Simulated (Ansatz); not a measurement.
Problem. Name crystals whose resistivity at 300 K lies between 9.7 and 15.2 μΩ·cm and whose logarithmic mean phonon energy lies between 20 and 32 meV, by PBEsol, DFPT electron-phonon coupling, linearised Boltzmann equation run with Ansatz (a first-principles code).

Solution. Many crystals can fit; among those computed here:
- VH2 (Fm-3m): 11.8 μΩ·cm, 29 meV
- LuH2 (Fm-3m): 11.7 μΩ·cm, 25 meV
- MoIr (Pmma): 10.0 μΩ·cm, 21 meV
- ScAs (Fm-3m): 14.3 μΩ·cm, 24 meV
- NbN (P6_3/mmc): 14.7 μΩ·cm, 32 meV

Metals; harmonic phonons alone scatter; means over directions. Halving the electron mesh moves these values by up to 6 %; q meshes are mostly untested. Some of the runs warned that the eigensolver left states short of its tolerance. Spin-orbit coupling is left out.

Formula and space group known from diffraction (Crystallography Open Database), not checked to be the room-temperature form: LuH2 (Fm-3m), MoIr (Pmma), ScAs (Fm-3m), VH2 (Fm-3m). Treated as nonmagnetic (a ferromagnetic start lost its moment, other orders weren't tried): VH2 (Fm-3m). The missing spin-orbit coupling matters most for LuH2 (Fm-3m), MoIr (Pmma).
